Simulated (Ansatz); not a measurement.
The reference is a 12-atom supercell of Ta in the bcc (W type) structure (space group Im-3m, No. 229; a = 3.320 Å) at its relaxed geometry.

Computed with Kohn–Sham DFT with the PBE functional, run in Ansatz (a quantum-chemistry and plane-wave program) with PAW and 420 eV plane waves, no spin-orbit coupling, earlier PAW set.

Before the change:

The pressure is -0.1 GPa and the mean distance from the defect site to its nearest host atoms comes out as 2.87 Å.

Modification: one Ta atom is replaced by Al, atoms relaxed at fixed cell, starting from a slightly rattled geometry.

Tabulated Pauling electronegativity and covalent radius: Ta 1.50, 1.70 Å; Al 1.61, 1.21 Å.

Problem. What happens to the largest displacement of a host atom from its site in the perfect cell?

Solution. The largest displacement of a host atom from its site in the perfect cell is 0.04 Å.

Problem. Estimate the effect on the pressure.

Solution. The pressure falls by 2.1 GPa, from -0.1 GPa to -2.2 GPa.

Problem. What does the calculation give for the mean distance from the defect site to its nearest host atoms after the change?

Solution. The mean distance from the defect site to its nearest host atoms is nearly the same (2.87 Å against 2.88 Å).

In so small a cell the defect repeats every few ångströms: this is an ordered compound, not a dilute defect. All final runs are without spin polarisation. The defect cell is not spin-polarised.
